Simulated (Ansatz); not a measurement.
Data:

```yaml
crystal:
  lattice:
    - [0.00000, 2.96251, 2.96251]
    - [2.96251, 0.00000, 2.96251]
    - [2.96251, 2.96251, 0.00000]
  atoms:
    - { symbol: Sb, position: [0.75000, 0.75000, 0.75000] }
    - { symbol: Ga, position: [0.00000, 0.00000, 0.00000] }
```

No spin polarisation.

Method: PBE/PAW in Ansatz (a quantum-chemistry and plane-wave program), spin-orbit coupling left out, earlier PAW set. k-mesh 13×13×13 (Γ-centred); smearing 0.05 eV (Fermi–Dirac).

**Question.** Predict the band gap.

**Answer.** 0.62 eV.

**Question.** What electron mass does the calculation give?

**Answer.** 1.7 mₑ along k, 0.088 mₑ across (at L).

**Question.** Predict the hole mass (degenerate bands, along [100]).

**Answer.** 0.040, 0.23, 0.23 mₑ (at Γ).

Spin-orbit coupling, missing from the scalar runs, can matter with Sb. Load acts through the strain it causes; cell and atoms are relaxed under it. Masses are band curvatures over ±0.01 Å⁻¹ around the edge. Along k means along the line from Γ to the band edge. No phonon test of stability was made. Tetrahedral semiconductors of this kind turn to denser phases somewhere between about 1 and 50 GPa; those were not computed, so compressed cells here can lie past the real transition. The cell was made from GaSb in the zinc blende structure (space group F-43m, No. 216) by this change: pressure 9 GPa.
